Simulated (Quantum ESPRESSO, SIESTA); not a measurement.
A Quantum ESPRESSO input for a self-consistent single point of WS2 (P-6m2, 3 atoms in the cell) (DFT, LDA (PW92), plane waves, PseudoDojo standard norm-conserving (LDA) pseudopotentials):

```fortran
&CONTROL
   calculation = 'scf'
   prefix = 'WS2'
   outdir = './work'
   pseudo_dir = './'
   tprnfor = .true.
   tstress = .true.
/
&SYSTEM
   ibrav = 4
   celldm(1) = 5.9600320317
   celldm(3) = 5.324477663661
   nat = 3
   ntyp = 2
   ecutwfc = 70
   occupations = 'fixed'
   nbnd = 15
/
&ELECTRONS
   conv_thr = 1e-10
   mixing_beta = 0.5
/
ATOMIC_SPECIES
W    183.8400  W.upf
S     32.0600  S.upf
ATOMIC_POSITIONS {crystal}
W     0.0000000000    0.0000000000    0.0000000000
S     0.3333333333    0.6666666667    0.9080000000
S     0.3333333333    0.6666666667    0.0920000000
K_POINTS {automatic}
6 6 1  0 0 0
```

Question: Give the SIESTA input for the same structure, mesh, smearing and functional.

Answer: This is the input that was run; spellings and numerical settings could be chosen otherwise.

```
# files in the folder: W.psml S.psml (PseudoDojo LDA standard)
SystemName  WS2
SystemLabel ws2

NumberOfAtoms                3
NumberOfSpecies              2
%block ChemicalSpeciesLabel
  1 74 W
  2 16 S
%endblock ChemicalSpeciesLabel
LatticeConstant              1.0 Bohr
%block LatticeVectors
     5.960031791    0.000000000    0.000000000
    -2.980016840    5.161539355    0.000000000
     0.000000000    0.000000000   31.734057427
%endblock LatticeVectors
AtomicCoordinatesFormat      Ang
%block AtomicCoordinatesAndAtomicSpecies
     0.000000000    0.000000000    0.000000000  1
    -0.000001910    1.820913577   15.247989520  2
    -0.000001910    1.820913577    1.544950480  2
%endblock AtomicCoordinatesAndAtomicSpecies

XC.functional                LDA
XC.authors                   PW92
PAO.BasisSize                TZP
PAO.EnergyShift              0.01 Ry
MeshCutoff                   350 Ry
%block kgrid.MonkhorstPack
    6   0   0  0.0
    0   6   0  0.0
    0   0   1  0.0
%endblock kgrid.MonkhorstPack
OccupationFunction           FD
ElectronicTemperature        10 K

MaxSCFIterations             150
SCF.Mixer.Method             Broyden
SCF.Mixer.Weight             0.1
SCF.Mixer.History            8
SCF.DM.Tolerance             1.0E-05
Diag.ParallelOverK           true
WriteForces                  true
```

Basis, cutoffs, solver keys and any potentials are the target program's own. This input uses DFT, LDA PW92, numerical atomic orbitals TZP, PseudoDojo LDA standard norm-conserving potentials (rewritten from UPF to PSML). LDA parametrisations can differ slightly between programs.

The starting cell comes from a database of computed structures (which also holds hypothetical and non-ambient phases and stackings), without a prior relaxation at this level. Its lattice was rescaled by a random factor within 2.5 % of one.
